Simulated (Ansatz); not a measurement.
Start from CdS in the zinc blende structure (space group F-43m, No. 216; a = 5.824 Å). Axes: x, y, z lie along the cube axes.

Modification: biaxial strain −1.12 %, plane normal [001], relaxed out of plane (Cartesian); in-plane vectors clamped, the third vector and the atoms free.

Levels (all Ansatz, a quantum-chemistry and plane-wave program, PAW): PBEsol (420 eV, spin-orbit coupling left out); r2SCAN (500 eV, scalar-relativistic without spin-orbit coupling); HSE06 (420 eV, scalar-relativistic without spin-orbit coupling).

One geometry, relaxed with PBEsol, under each level:

```tsv
level	band gap	lowest conduction level above the VBM at special points	electron mass	pressure
PBEsol	0.99 eV	Γ 0.99 eV; N 2.86 eV; X 3.31 eV; M 3.42 eV	–	0.37 GPa
r2SCAN	1.59 eV	Γ 1.59 eV; N 3.46 eV; X 3.77 eV; M 3.88 eV	0.16 mₑ (at Γ)	2.18 GPa
HSE06	2.16 eV	Γ 2.16 eV; N 4.09 eV; X 4.37 eV	–	–
```

Single points use the geometry relaxed with PBEsol. Their cutoffs differ, which shifts pressures a little. Masses are band curvatures over ±0.01 Å⁻¹ around the edge. Whether these cells are dynamically stable was not tested. k-point labels follow each cell's own Brillouin zone.
